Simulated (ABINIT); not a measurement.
Band structure of SrB6 (Pm-3m, 7 atoms in the cell).

```
CELL_PARAMETERS angstrom
      4.19021     0.00000     0.00000
      0.00000     4.19021     0.00000
      0.00000     0.00000     4.19021
ATOMIC_POSITIONS crystal
  Sr 0.00000 0.00000 0.00000
  B  0.20314 0.50000 0.50000
  B  0.79686 0.50000 0.50000
  B  0.50000 0.20314 0.50000
  B  0.50000 0.79686 0.50000
  B  0.50000 0.50000 0.20314
  B  0.50000 0.50000 0.79686
```

Level of theory: PBEsol, PAW (JTH v2.0 PBE PAW, files made for PBE) (plane waves; ABINIT 10.0.3).

Settings: pseudos = [Sr.GGA_PBE-JTH.xml, B.GGA_PBE-JTH.xml]; ecut = 40 Ry; pawecutdg = 80 Ry; pawxcdev = 0; ixc = -116133; occopt = 3; tsmear = 0.05 eV; ngkpt = 5 5 5; nshiftk = 1; shiftk = 0 0 0; potentials = JTH v2.0 PBE PAW; kptopt = 1; nstep = 100.

The starting cell comes from a database of computed structures (which also holds hypothetical and non-ambient phases and stackings), without a prior relaxation at this level. The potentials were made for another functional than the one used.

Levels in eV from the Fermi level, bands 11 to 18:
| point | 11 | 12 | 13 | 14 | 15 | 16 | 17 | 18 |
|---|---|---|---|---|---|---|---|---|
| Γ | -5.20 | -0.35 | -0.35 | -0.35 | 2.74 | 2.74 | 2.74 | 4.02 |
| X | -2.14 | -2.14 | -1.67 | -0.15 | 0.01 | 3.54 | 3.54 | 4.42 |
| M | -2.69 | -2.69 | -1.37 | -1.37 | 3.31 | 3.31 | 5.27 | 5.30 |
| R | -3.78 | -1.00 | -1.00 | -1.00 | 5.33 | 5.37 | 6.77 | 6.77 |

No band crosses the Fermi level by more than 0.03 eV along this path.
